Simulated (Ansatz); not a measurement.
Start from CdTe in the zinc blende structure (space group F-43m, No. 216).

```yaml
crystal:
  lattice:
    - [0.00000, 3.24436, 3.24436]
    - [3.24436, 0.00000, 3.24436]
    - [3.24436, 3.24436, 0.00000]
  atoms:
    - { symbol: Cd, position: [0.00000, 0.00000, 0.00000] }
    - { symbol: Te, position: [0.25000, 0.25000, 0.25000] }
```

Cartesian axes are those of the cell as printed.

Computed with PBEsol in Ansatz (plane waves to 420 eV, PAW, spin-orbit coupling left out).

Perturbation: uniaxial strain ε_zz = −1.00 %, all other strain components held at zero, atoms relaxed at fixed cell.

Task: Predict the stress tensor and what it implies for the stiffness.

Result: Stress of the strained cell less that of the base (GPa, compression positive):
```
   0.37    0.00    0.00
   0.00    0.37    0.00
   0.00    0.00    0.53
```

Then −Δσ_ii/ε with ε = -0.0100 gives relaxed-ion elastic constants: C33 ≈ 53 GPa, C13 ≈ 37 GPa and C23 ≈ 37 GPa.

Stability against distortions was not tested.

Ansatz is a first-principles code.
